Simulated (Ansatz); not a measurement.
Surface: Si(111) 1x1 surface, 6 top atoms, 3 bilayers, bottom bilayer H-capped and fixed, every top atom capped by F; cell 11.5 x 6.6 Å; about 7 Å thick over the host's atoms, 18 atoms held. All values below come from PBE-D3(BJ) (plane waves to 420 eV, PAW; Ansatz, a quantum-chemistry and plane-wave program). k mesh 1 x 2 x 1. The slab states were run without spin polarisation. A thicker slab, a larger cell or a denser mesh can move such energies by a tenth of an eV or more. Barriers come from a climbing-image nudged elastic band between relaxed ends, or a saddle search from its top (force threshold 0.05 eV/Å), without zero-point or thermal terms. The saddle order is not shown. The ends were relaxed from one prepared geometry each.

Structure at the top of the path for: BH3 swaps its H for the surface F.

```
CELL_PARAMETERS angstrom
     11.50074     0.00000     0.00000
      0.00000     6.63995     0.00000
      0.00000     0.00000    26.50000
ATOMIC_POSITIONS crystal
  Si 0.00036 0.00415 0.35843
  Si 0.16895 0.50359 0.35840
  Si 0.16672 0.17005 0.32951
  Si 0.00225 0.67014 0.33000
  Si 0.16641 0.16902 0.24113
  Si 0.00036 0.66917 0.24143
  Si 0.99971 0.33520 0.21218
  Si 0.16724 0.83460 0.21231
  Si 0.00000 0.33333 0.12399
  Si 0.16667 0.83333 0.12399
  Si 0.16667 0.50000 0.09446
  Si 0.00000 0.00000 0.09446
  H  0.16687 0.50037 0.03774
  H  0.00007 0.00022 0.03774
  F  0.00055 0.00555 0.41962
  F  0.16861 0.50290 0.41963
  Si 0.33262 0.00351 0.35827
  Si 0.50592 0.50682 0.36170
  Si 0.49918 0.17284 0.33044
  Si 0.33629 0.66788 0.33055
  Si 0.49939 0.16880 0.24183
  Si 0.33387 0.66784 0.24188
  Si 0.33326 0.33485 0.21216
  Si 0.49989 0.83501 0.21233
  Si 0.33333 0.33333 0.12399
  Si 0.50000 0.83333 0.12399
  Si 0.50000 0.50000 0.09446
  Si 0.33333 0.00000 0.09446
  H  0.50020 0.50037 0.03774
  H  0.33340 0.00022 0.03774
  F  0.32810 0.00851 0.41945
  F  0.47995 0.65420 0.42173
  Si 0.66615 0.00472 0.35846
  Si 0.83609 0.50398 0.35858
  Si 0.83335 0.16985 0.33013
  Si 0.66974 0.67053 0.33011
  Si 0.83306 0.16927 0.24151
  Si 0.66655 0.66872 0.24151
  Si 0.66611 0.33460 0.21232
  Si 0.83340 0.83509 0.21234
  Si 0.66667 0.33333 0.12399
  Si 0.83333 0.83333 0.12399
  Si 0.83333 0.50000 0.09446
  Si 0.66667 0.00000 0.09446
  H  0.83354 0.50037 0.03774
  H  0.66673 0.00022 0.03774
  F  0.66732 0.00641 0.41978
  F  0.83615 0.50570 0.41982
  B  0.52375 0.45799 0.44832
  H  0.59341 0.49350 0.48062
  H  0.58616 0.39609 0.41069
  H  0.44139 0.35030 0.45520
```

```
Property                                                                           Value
-----------------------------------------------  ---------------------------------------
Forward barrier                                                                  0.21 eV
Backward barrier                                                                 0.63 eV
Steps of the saddle search                                                            22
Barrier without the D3 term at these geometries                                  0.21 eV
Cost of this run                                 about 100 core-minutes (a rough figure)
```

Here BH3 is the monomer.
